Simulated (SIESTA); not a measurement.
## SIESTA run on OsRu3 (P6_3/mmc, 8 atoms in the cell): self-consistent single point

Method: SIESTA with GGA PBEsol, numerical atomic orbitals DZP, PseudoDojo PBEsol standard norm-conserving potentials (rewritten from UPF to PSML).

Input as run:

```
# files in the folder: Ru.psml Os.psml (PseudoDojo PBEsol standard)
SystemName  OsRu3
SystemLabel siesta

NumberOfAtoms                8
NumberOfSpecies              2
%block ChemicalSpeciesLabel
  1 44 Ru
  2 76 Os
%endblock ChemicalSpeciesLabel
LatticeConstant              1.0 Ang
%block LatticeVectors
     5.430420000    0.000000000    0.000000000
    -2.715210000    4.702882000    0.000000000
     0.000000000    0.000000000    4.290980000
%endblock LatticeVectors
AtomicCoordinatesFormat      Fractional
%block AtomicCoordinatesAndAtomicSpecies
     0.832560000    0.167440000    0.750000000  1
     0.167440000    0.832560000    0.250000000  1
     0.665120000    0.832560000    0.250000000  1
     0.334880000    0.167440000    0.750000000  1
     0.832560000    0.665120000    0.750000000  1
     0.167440000    0.334880000    0.250000000  1
     0.666667000    0.333333000    0.250000000  2
     0.333333000    0.666667000    0.750000000  2
%endblock AtomicCoordinatesAndAtomicSpecies

XC.functional                GGA
XC.authors                   PBEsol
PAO.BasisSize                DZP
PAO.EnergyShift              0.005 Ry
MeshCutoff                   400 Ry
%block kgrid.MonkhorstPack
    4   0   0  0.0
    0   4   0  0.0
    0   0   5  0.0
%endblock kgrid.MonkhorstPack
OccupationFunction           FD
ElectronicTemperature        1578.21 K

MaxSCFIterations             150
SCF.Mixer.Method             Pulay
SCF.Mixer.Weight             0.25
SCF.Mixer.History            8
SCF.DM.Tolerance             1.0E-04
Diag.ParallelOverK           true
WriteForces                  true
```

Output (repeated stretches shortened):

```
reinit: Reading from file input.fdf

reinit: System Name: OsRu3
reinit: System Label: siesta

coor:   Atomic-coordinates input format  =     Fractional

siesta: Atomic coordinates (Bohr) and species
siesta:      7.68460   1.48807   6.08158  1        1
siesta:     -2.55360   7.39909   2.02719  1        2
siesta:      2.55360   7.39909   2.02719  1        3
siesta:      2.57741   1.48807   6.08158  1        4
siesta:      5.13100   5.91103   6.08158  1        5
siesta:      0.00000   2.97613   2.02719  1        6
siesta:      5.13101   2.96238   2.02719  2        7
siesta:     -0.00001   5.92478   6.08158  2        8

siesta: System type = bulk

initatomlists: Number of atoms, orbitals, and projectors:      8   152   172

siesta: ******************** Simulation parameters ****************************
redata: Spin configuration                          = none
redata: Time-Reversal Symmetry                      = T
redata: Number of Atomic Species                    =        2
redata: Mesh Cutoff                                 =   400.0000 Ry
redata: Net charge of the system                    =     0.0000 |e|
redata: Min. number of SCF Iter                     =        0
redata: Max. number of SCF Iter                     =      150
redata: SCF convergence failure will abort job
redata: SCF mix quantity                            = Hamiltonian
redata: Mix DM or H after convergence               =   F
redata: Recompute H after scf cycle                 =   F
redata: Mix DM in first SCF step                    =   T
redata: No kicks to SCF
redata: DM Mixing Weight for Kicks                  =     0.5000
redata: Require Harris convergence for SCF          =   F
redata: Harris energy tolerance for SCF             =     0.000100 eV
redata: Require DM convergence for SCF              =   T
redata: DM tolerance for SCF                        =     0.000100
redata: Require EDM convergence for SCF             =   F
   [... lines left out ...]
diag: Parallel distribution                         =     1 x     1
diag: Used triangular part                          = Lower
diag: Absolute tolerance                            =  0.100E-15
diag: Orthogonalization factor                      =  0.100E-05
diag: Memory factor                                 =  1.0000

superc: Internal auxiliary supercell:     5 x     5 x     5  =     125
superc: Number of atoms, orbitals, and projectors:   1000  19000  21500

                        Single-point calculation

superc: Internal auxiliary supercell:     5 x     5 x     5  =     125
superc: Number of atoms, orbitals, and projectors:   1000  19000  21500

outcell: Unit cell vectors (Ang):
        5.430420    0.000000    0.000000
       -2.715210    4.702882    0.000000
        0.000000    0.000000    4.290980

outcell: Cell vector modules (Ang)   :    5.430420    5.430420    4.290980
outcell: Cell angles (23,13,12) (deg):     90.0000     90.0000    120.0000
outcell: Cell volume (Ang**3)        :    109.5857
new_DM -- step:     1
Initializing Density Matrix...

Attempting to read DM from file... Failed...
DM filled with atomic data:

InitMesh: MESH = 60 x 60 x 54 = 194400
InitMesh: Mesh cutoff (required, used) =   400.000   437.700 Ry

stepf: Fermi-Dirac step function
        iscf     Eharris(eV)        E_KS(eV)     FreeEng(eV)     dDmax    Ef(eV) dHmax(eV)
   scf:    1   -21885.956462   -21979.627923   -21979.853135  1.057817 -2.710880  9.011552
   scf:    2   -21961.989350   -21983.908567   -21984.151439  0.764512 -3.607725 13.387024
   scf:    3   -21990.948842   -21993.130266   -21993.398745  0.304016 -3.766887  3.090831
   scf:    4   -21995.443433   -21994.912119   -21995.216629  0.225744 -4.401647  0.374299
   scf:    5   -21994.874149   -21994.916389   -21995.221018  0.021840 -4.388545  0.305071
   scf:    6   -21994.928978   -21994.923322   -21995.227946  0.004010 -4.393534  0.197862
   scf:    7   -21994.928808   -21994.926383   -21995.231151  0.003106 -4.408823  0.141791
   scf:    8   -21994.929343   -21994.928160   -21995.232842  0.002396 -4.410656  0.060810
   scf:    9   -21994.928659   -21994.928438   -21995.233096  0.000759 -4.411325  0.036112
   scf:   10   -21994.928644   -21994.928604   -21995.233240  0.001204 -4.412748  0.000828
   scf:   11   -21994.928616   -21994.928610   -21995.233240  0.000033 -4.412663  0.000238
SCF Convergence by DM+H criterion
max |DM_out - DM_in|         :     0.0000332202
max |H_out - H_in|      (eV) :     0.0002382266
SCF cycle converged after 11 iterations

Using DM_out to compute the final energy and forces

siesta: E_KS(eV) =           -21994.9286

siesta: E_KS - E_eggbox =    -21994.9286

siesta: Atomic forces (eV/Ang):
     1    0.141680   -0.081798   -0.000000
     2   -0.141680    0.081798   -0.000000
     3    0.141741    0.081783   -0.000000
     4   -0.141741   -0.081783   -0.000000
     5   -0.000044    0.163643   -0.000000
     6    0.000044   -0.163643   -0.000000
     7   -0.000006    0.000004    0.000000
     8    0.000006   -0.000004    0.000000
   Tot   -0.000000   -0.000000   -0.000000
   Max    0.163643
   Res    0.081814    sqrt( Sum f_i^2 / 3N )
   Max    0.163643    constrained

Stress tensor Voigt[x,y,z,yz,xz,xy] (kbar):       30.67       30.74       15.78        0.00       -0.00        0.06
(Free)E + p*V (eV/cell)   -21996.9929
Target enthalpy (eV/cell)   -21995.2332

siesta: Program's energy decomposition (eV):
siesta: Ebs     =     -4102.008184
siesta: Eions   =     32519.048889
siesta: Ena     =      5794.962570
siesta: Ekin    =      6813.458689
siesta: Enl     =      1544.814888
siesta: Eso     =         0.000000
siesta: Edftu   =         0.000000
siesta: DEna    =       248.536993
siesta: DUscf   =         7.150942
siesta: DUext   =         0.000000
siesta: Ex      =     -3618.177102
siesta: Ec      =      -266.626699
siesta: Exc     =     -3884.803802
siesta: Eharris =    -21994.928616
siesta: Etot    =    -21994.928610
siesta: FreeEng =    -21995.233240

siesta: Atomic forces (eV/Ang):
siesta:      1    0.141680   -0.081798   -0.000000
siesta:      2   -0.141680    0.081798   -0.000000
siesta:      3    0.141741    0.081783   -0.000000
siesta:      4   -0.141741   -0.081783   -0.000000
siesta:      5   -0.000044    0.163643   -0.000000
siesta:      6    0.000044   -0.163643   -0.000000
siesta:      7   -0.000006    0.000004    0.000000
siesta:      8    0.000006   -0.000004    0.000000
siesta: ----------------------------------------
siesta:    Tot   -0.000000   -0.000000   -0.000000

siesta: Stress tensor (static) (eV/Ang**3):
siesta:     0.019142    0.000036   -0.000000
siesta:     0.000036    0.019184    0.000000
siesta:    -0.000000    0.000000    0.009846

siesta: Cell volume =        109.585727 Ang**3

siesta: Pressure (static):
siesta:                Solid            Molecule  Units
siesta:          -0.00017489         -0.00022562  Ry/Bohr**3
siesta:          -0.01605734         -0.02071578  eV/Ang**3
siesta:         -25.72670265        -33.19034002  kBar
```

The run converged in 11 iterations.

The starting cell comes from a database of computed structures (which also holds hypothetical and non-ambient phases and stackings), without a prior relaxation at this level. Spin polarisation is off. Values carry the incompleteness of an atom-centred basis.

Cost on one core of a shared machine: roughly 80 s.
